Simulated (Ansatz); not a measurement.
Where the default PAW files enter, the runs use the earlier of Ansatz's two default sets.

Evanescent states of SiO₂ (P4_12_12, 12 atoms a cell, 14.4 Å³ an atom) along the normal of (110)

Level of theory: r2SCAN (plane waves, PAW; Ansatz, a program for electronic structure).

No gap correction and no spin-orbit coupling; mid-gap values are interpolated between computed energies.

Energies count from the valence-band top; κ is the least over a 6×4 mesh across the current.

```json
[
 {"E (eV)": "0.14", "κ (1/Å)": "0.260", "where": "Γ"},
 {"E (eV)": "0.43", "κ (1/Å)": "0.412", "where": "Γ"},
 {"E (eV)": "0.72", "κ (1/Å)": "0.497", "where": "Γ"},
 {"E (eV)": "1.01", "κ (1/Å)": "0.553", "where": "Γ"},
 {"E (eV)": "1.30", "κ (1/Å)": "0.561", "where": "Γ"},
 {"E (eV)": "1.59", "κ (1/Å)": "0.566", "where": "Γ"},
 {"E (eV)": "1.89", "κ (1/Å)": "0.567", "where": "Γ"},
 {"E (eV)": "2.17", "κ (1/Å)": "0.565", "where": "Γ"},
 {"E (eV)": "2.46", "κ (1/Å)": "0.561", "where": "Γ"},
 {"E (eV)": "2.75", "κ (1/Å)": "0.554", "where": "Γ"},
 {"E (eV)": "3.04", "κ (1/Å)": "0.544", "where": "Γ"},
 {"E (eV)": "3.33", "κ (1/Å)": "0.532", "where": "Γ"},
 {"E (eV)": "3.62", "κ (1/Å)": "0.517", "where": "Γ"},
 {"E (eV)": "3.92", "κ (1/Å)": "0.500", "where": "Γ"},
 {"E (eV)": "4.21", "κ (1/Å)": "0.479", "where": "Γ"},
 {"E (eV)": "4.50", "κ (1/Å)": "0.454", "where": "Γ"},
 {"E (eV)": "4.79", "κ (1/Å)": "0.425", "where": "Γ"},
 {"E (eV)": "5.08", "κ (1/Å)": "0.390", "where": "Γ"},
 {"E (eV)": "5.37", "κ (1/Å)": "0.349", "where": "Γ"},
 {"E (eV)": "5.66", "κ (1/Å)": "0.298", "where": "Γ"},
 {"E (eV)": "5.95", "κ (1/Å)": "0.230", "where": "Γ"},
 {"E (eV)": "6.24", "κ (1/Å)": "0.120", "where": "Γ"}
]
```

### Question
How thick must the barrier be to attenuate the transmission by 10^6 when the electrodes' Fermi level lies at 4.79 eV, and what attenuation does that film give at 1.89 eV?

### Answer
d = 6 ln 10 / (2 × 0.425) = 16.3 Å. At 1.89 eV it gives 6 × 0.567/0.425 = 8.0 decades.
